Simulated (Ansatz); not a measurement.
Ansatz (a quantum-chemistry and plane-wave program) run on HfCd (P4mm, 4 atoms in the cell): self-consistent single point.

Method of the run: PBEsol, default PAW files made with PBE (plane waves; Ansatz).

```xyz
4
Lattice="3.0320 0.0000 0.0000 0.0000 3.0320 0.0000 0.0000 0.0000 9.1166" Properties=species:S:1:pos:R:3 pbc="T T T"
Hf     0.0000     1.5160     8.0876
Hf     1.5160     0.0000     1.0790
Cd     0.0000     1.5160     3.4413
Cd     1.5160     0.0000     5.6754
```

Reference input (self-consistent single point, DFT, PBEsol, plane waves, default PAW files made with PBE): basis.ecutwfc = 420 eV; kpoints.mp_grid.grid = 11 11 4; hamiltonian.xc = pbesol; hamiltonian.pseudopotentials = {kind: paw} (the program's default PAW files); scf.occupations.method = fermi_dirac; scf.occupations.width = 0.1 eV. This run's input differs from it in these lines:

Ansatz 0.2 input:
```diff
@@ -13,3 +13,3 @@
 kpoints:
-  mp_grid: { grid: [11, 11, 4] }
+  mp_grid: { grid: [18, 18, 7] }
 hamiltonian:
@@ -18,3 +18,3 @@
 scf:
-  occupations: { method: fermi_dirac, width: 0.1 }
+  occupations: { method: fermi_dirac, width: 0.01 }
 output:
```

Output (repeated stretches shortened):

```
SCF iter   1: F=—  HF=-47564.605815 eV  |F-HF|=—  |Δ(HF+E_count)|=         —  Δρ=7.60e-3  dr2=6.71e-2  ethr=1.77e-3  ⟨swp⟩=5.0  Hψ=38409  notcnv=0  defer=41
all-band conjugate gradients solve this SCF's bands
preconditioner: auto → Kerker (q_TF=auto, 2.771 Å⁻¹)
SCF iter   2: F=—  HF=-47564.595277 eV  |F-HF|=—  |Δ(HF+E_count)|=   1.05e-2  Δρ=3.33e-3  dr2=1.78e-2  ethr=7.30e-5  ⟨swp⟩=2.0  Hψ=19007  notcnv=0  defer=694
   [... lines left out ...]
SCF iter   6: F=—  HF=-47564.592567 eV  |F-HF|=—  |Δ(HF+E_count)|=   1.76e-5  Δρ=6.30e-5  dr2=7.52e-6  ethr=6.52e-8  ⟨swp⟩=2.0  Hψ=13448  notcnv=0  defer=709
SCF iter   7: F=—  HF=-47564.592565 eV  |F-HF|=—  |Δ(HF+E_count)|=   1.32e-6  Δρ=1.64e-5  dr2=6.04e-7  ethr=8.18e-9  ⟨swp⟩=2.0  Hψ=18502  notcnv=0  defer=709
SCF iter   8: F=—  HF=-47564.592565 eV  |F-HF|=—  |Δ(HF+E_count)|=   1.87e-8  Δρ=1.35e-5  dr2=3.93e-7  ethr=1.09e-10  ⟨swp⟩=10.3  Hψ=59021  notcnv=0
SCF iter   9: F=-47564.592565 eV  HF=-47564.592565 eV  |F-HF|=4.32e-8  |Δ(HF+E_count)|=   2.28e-7  Δρ=4.31e-6  dr2=4.14e-8  ethr=1.09e-10  ⟨swp⟩=3.8  Hψ=46734  notcnv=0
SCF 1 converged in 9 iterations: F = -47564.592565 eV  dr2 = 4.14e-8
Free energy (F): -47564.592565 eV
Internal energy: -47564.592064 eV  (E = F + TS)
E sigma→0 (E₀):  -47564.592314 eV
Entropy (-TS):   -0.000501 eV (-0.125 meV/atom)
Fermi energy:    18.005867 eV
--- Forces (eV/Å), atoms counted from 1 ---
  atom   1  Hf    -0.00000000     0.00000000    -0.49962861
  atom   2  Hf     0.00000000     0.00000000     0.36917516
  atom   3  Cd    -0.00000000     0.00000000     0.00893812
  atom   4  Cd     0.00000000     0.00000000     0.12157628
--- Stress (GPa, compression-positive) ---
       -0.719056       0.000000       0.000000
        0.000000      -0.719056       0.000000
        0.000000       0.000000      -0.182273
  P = ⅓ Tr σ = -0.5401 GPa (-5.401 kbar)
  The stress holds the Pulay correction. Without it, at fixed plane waves, as pw.x and ABINIT print it: P = -0.5820 GPa
```

The run converged in 9 iterations. Against the reference run the free energy rises by 7.8 meV/atom, the pressure goes from -0.42 to -0.54 GPa and the largest force goes from 0.573 to 0.500 eV/Å.

The starting cell comes from a database of computed structures (which also holds hypothetical and non-ambient phases and stackings), without a prior relaxation at this level. Its lattice was rescaled by up to half a per cent. One atom was moved a little off its site on purpose. Ansatz's pressure includes its estimate of the finite-basis (Pulay) stress.

Cost on one core of a shared machine: roughly 2 min.
